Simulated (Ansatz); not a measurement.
**Fluorite PtAl₂**

Level of theory: PBE-D4 (Ansatz, an electronic-structure program, plane waves, PAW).

Numerical settings: plane-wave cutoff 520 eV, 16×16×16 k mesh, Fermi–Dirac smearing 0.05 eV, scalar-relativistic PAW data made under PBE.

Cell (relaxed at this level):

```
Al2Pt
1.0
    0.00000     2.94437     2.94437
    2.94437     0.00000     2.94437
    2.94437     2.94437     0.00000
Al Pt
2 1
Direct
  0.25000   0.25000   0.25000
  0.75000   0.75000   0.75000
  0.00000   0.00000   0.00000
```

```
Item                                                Value
------------------------------------------  -------------
bulk modulus B0                                   140 GPa
band gap                                    zero (no gap)
pressure derivative B′ of the bulk modulus            4.5
```

Spin–orbit coupling is not included.

Static lattice: no zero-point or thermal effects.

The result took roughly 60 core-seconds.
